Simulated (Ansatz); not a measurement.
**Cu3SbS4: energy against strain**

Cu3SbS4 (I-42m, 18.953 Å³/atom and stress up to 0.01 GPa in the relaxed cell, c along z) under an equal strain ε in the (001) plane with the normal axis free, as in a coherent film. PBEsol in Ansatz, a plane-wave DFT program (PAW, default set), 420 eV, 12×12×12 Γ-centred mesh, Fermi-Dirac smearing 0.05 eV; ions are relaxed, or left where forces stay under 0.02 eV/Å, within the symmetry of each cell.

Here s stands for strain and y for E less E0.

| strain (%) | E less E0 (meV/atom) |
|---|---|
| -2.25 | ? |
| -1.50 | 2.13 |
| -0.75 | 0.51 |
| 0.00 | 0.00 |
| 0.75 | 0.56 |
| 1.50 | 2.14 |

Fit y of the 5 rows that show it with a parabola. Least squares gives y = 0.001 + 0.0093·s + 0.9486·s². Residuals (row less fit): 0.009, -0.018, -0.001, 0.018, -0.009; standard error 0.020 (degrees of freedom: 2). The quadratic coefficient over the volume, 0.9486 meV × 10⁴ × 0.1602 / 18.953 Å³, is the biaxial elastic modulus of this plane = 80.2 ± 0.8 GPa (± standard error of the fit, which holds the terms cut off).

Problem. Predict the withheld y at s = -2.25 from the fit, and compare with the calculation.

Solution. y = 0.001 + 0.0093 × (-2.25) + 0.9486 × (-2.25)² = 4.782 meV/atom. The calculation gives 4.89 meV/atom, 0.108 meV/atom above the prediction (2.2 % of the range of y in the table). The row lies outside the fitted rows, so this is an extrapolation. From the scatter of the fitted rows alone, a prediction at this place has a standard error of 0.048 meV/atom, so the miss is 2.2 times that.

A polynomial of degree 3 through the 6 other runs of the series gives 4.89 there, so most of the miss is curvature that the fit leaves out. This level leaves no gap over 0.05 eV at strain -2.25, -1.50, -0.75, 0.00, 0.75, 1.50 %. The start is a measured cell from the literature; how it stands against other phases or cation orders wasn't checked. Spin-orbit coupling is left out, which can shift these values for the heavy elements here. Rows are the converged runs of the series near zero and its far end; series whose fitted rows scatter by over a few per cent of the range, as at a crossing or softening among them, aren't shown in this form, nor equations of state whose B0' disagrees with the runs' pressures. Most that stay on the fit to the last digits aren't either.
